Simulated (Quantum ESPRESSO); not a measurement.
Short convergence ladders for HfC (I4mm, 2 atoms in the cell)

```xyz
2
Lattice="0.0000 2.3316 2.3316 2.3316 0.0000 2.3316 2.3316 2.3316 0.0000" Properties=species:S:1:pos:R:3 pbc="T T T"
Hf     0.0000     0.0000     0.0500
C      2.3316     2.3316     2.3316
```

Base method: LDA (PZ), PSlibrary PAW (LDA) pseudopotentials (plane waves; Quantum ESPRESSO 7.5).

Base settings: ecutwfc = 55 Ry; ecutrho = 495 Ry; occupations = smearing; smearing = fermi-dirac; degauss = 0.0073499 Ry; potentials = {Hf: Hf.pz-spn-kjpaw_psl.1.0.0.UPF, C: C.pz-n-kjpaw_psl.1.0.0.UPF}; K_POINTS = automatic 7 7 7 0 0 0; conv_thr = 1e-10 Ry; mixing_beta = 0.4.

The count of work is k-points × plane waves × bands × iterations; it is no time. 

**The k-point mesh**

The second cell is the first with its lattice scaled by 0.98.

Only quantities that move along the ladder and can be compared are tabulated.

| K_POINTS | free energy less the last step's (meV/atom) | energy of the compressed cell less the first (meV/atom) | pressure (GPa) | largest difference of a force vector from the last step's (eV/Å) | count of work / last |
|---|---|---|---|---|---|
| automatic 2 2 2 0 0 0 | 603.48 | -7.00 | -9.47 | 0.578 | 0.0063 |
| automatic 4 4 4 0 0 0 | 30.95 | -45.45 | -16.65 | 0.112 | 0.020 |
| automatic 6 6 6 0 0 0 | 5.06 | -42.08 | -16.10 | 0.022 | 0.084 |
| automatic 7 7 7 0 0 0 | 3.02 | -42.40 | -16.16 | 0.004 | 0.063 |
| automatic 9 9 9 0 0 0 | 1.70 | -42.43 | -16.16 | 0.003 | 0.13 |
| automatic 19 19 19 0 0 0 | 0.00 | -42.53 | -16.19 | 0.000 | 1.0 |

Coarsest K_POINTS that holds the pressure within 1 GPa of the last step, with all finer ones: automatic 4 4 4 0 0 0, at 0.020 of the last step's count of work; the step before is off by 6.7 GPa.

Coarsest K_POINTS that holds the forces within 0.01 eV/Å of the last step, with all finer ones: automatic 7 7 7 0 0 0, at 0.063 of the last step's count of work; the step before is off by 0.022 eV/Å.

Coarsest K_POINTS that holds the energy of the compressed cell less the first within 0.5 meV/atom of the last step, with all finer ones: automatic 6 6 6 0 0 0, at 0.084 of the last step's count of work; the step before is off by 2.9 meV/atom.

**The k-point mesh at a smearing width of 0.05 eV**

In this ladder: degauss = 0.0036749 Ry.

The second cell is the first with its lattice scaled by 0.98.

Only quantities that move along the ladder and can be compared are tabulated.

| K_POINTS | free energy less the last step's (meV/atom) | energy of the compressed cell less the first (meV/atom) | pressure (GPa) | largest difference of a force vector from the last step's (eV/Å) | count of work / last |
|---|---|---|---|---|---|
| automatic 4 4 4 0 0 0 | 34.69 | -46.65 | -16.85 | 0.101 | 0.035 |
| automatic 6 6 6 0 0 0 | 5.55 | -42.51 | -16.18 | 0.028 | 0.097 |
| automatic 9 9 9 0 0 0 | 1.81 | -42.50 | -16.17 | 0.008 | 0.19 |
| automatic 13 13 13 0 0 0 | -0.24 | -42.60 | -16.20 | 0.000 | 0.52 |
| automatic 16 16 16 0 0 0 | 0.00 | -42.54 | -16.19 | 0.000 | 1.0 |

Coarsest K_POINTS that holds the free energy within 5 meV/atom of the last step, with all finer ones: automatic 9 9 9 0 0 0, at 0.19 of the last step's count of work; the step before is off by 5.5 meV/atom.

Coarsest K_POINTS that holds the forces within 0.02 eV/Å of the last step, with all finer ones: automatic 9 9 9 0 0 0, at 0.19 of the last step's count of work; the step before is off by 0.028 eV/Å.

Coarsest K_POINTS that holds the energy of the compressed cell less the first within 1 meV/atom of the last step, with all finer ones: automatic 6 6 6 0 0 0, at 0.097 of the last step's count of work; the step before is off by 4.1 meV/atom.

The energy difference between the two cells stays within 1 meV/atom of the last step's from automatic 6 6 6 0 0 0 on, the total only from automatic 13 13 13 0 0 0 on: much of the error is common to both cells and cancels.

**The width of Gaussian smearing**

In this ladder: smearing = gaussian; K_POINTS = automatic 12 12 12 0 0 0.

Narrow widths need finer meshes than wide ones, so the last steps can hold mesh noise.

Only quantities that move along the ladder and can be compared are tabulated; pressure and forces are left out, as mesh noise rules them at narrow widths.

| degauss | free energy less the last step's (meV/atom) | energy extrapolated to zero width less the last step's (meV/atom) |
|---|---|---|
| 0.073499 Ry | -42.53 | 7.10 |
| 0.036749 Ry | -8.75 | 0.84 |
| 0.02205 Ry | -2.68 | 0.21 |
| 0.0073499 Ry | 0.00 | 0.00 |

Widest degauss that holds the energy extrapolated to zero width within 1 meV/atom of the last step, with all finer ones: 0.036749 Ry; the step before is off by 7.1 meV/atom.

Widest degauss that holds the free energy within 5 meV/atom: not settled: the last two steps still differ by 2.7 meV/atom, over half the tolerance, so the ladder does not show it.

The extrapolation to zero width removes most of the smearing's effect on the energy.

On the base run: the starting cell has typed, rounded lattice constants, without a prior relaxation at this level. Its lattice was rescaled by up to half a per cent. One atom was moved a little off its site on purpose. In the base run, with a pressure of about -16 GPa the cell is away from its equilibrium volume at this level.

Left out of this page: 2 runs of the series outside the window shown, repeating another row's setting, or not comparable.
